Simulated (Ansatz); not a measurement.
Here is the system:

```xyz
4
Lattice="4.1382 0.0000 0.0000 0.0000 4.1382 0.0000 0.0000 0.0000 4.1382" Properties=species:S:1:pos:R:3 pbc="T T T"
In     0.0000     0.0000     0.0000
Ag     0.0000     2.0691     2.0691
Ag     2.0691     0.0000     2.0691
Ag     2.0691     2.0691     0.0000
```

These are PBEsol, DFPT electron-phonon coupling, linearised Boltzmann equation (plane waves, PAW, scalar-relativistic; Ansatz, an electronic-structure program) values and carry that method's errors. Geometry: relaxed with this functional, without spin-orbit coupling.

Task: What phonon-limited resistivity does this give at 300 K?

Result: 5.4 μΩ·cm.

Task: How long is the mean free path there?

Result: 18.4 nm, weighted by the current that each state carries. Wires not much wider than this gain resistivity from their walls.

A metal at this level (no band gap). Only scattering by harmonic phonons is included (no impurities, grain boundaries, electron-electron scattering or thermal expansion). Spin-orbit coupling is left out. Halving the electron mesh (20x20x20) moves the resistivity by up to 11 % at 300 K, the mean free path by up to 1 %. Smearing 0.20 eV; phonons on a 4x4x4 q mesh, which this run doesn't test.

Formula and space group known from diffraction (Crystallography Open Database), not checked to be the room-temperature form: Ag3In (Pm-3m).
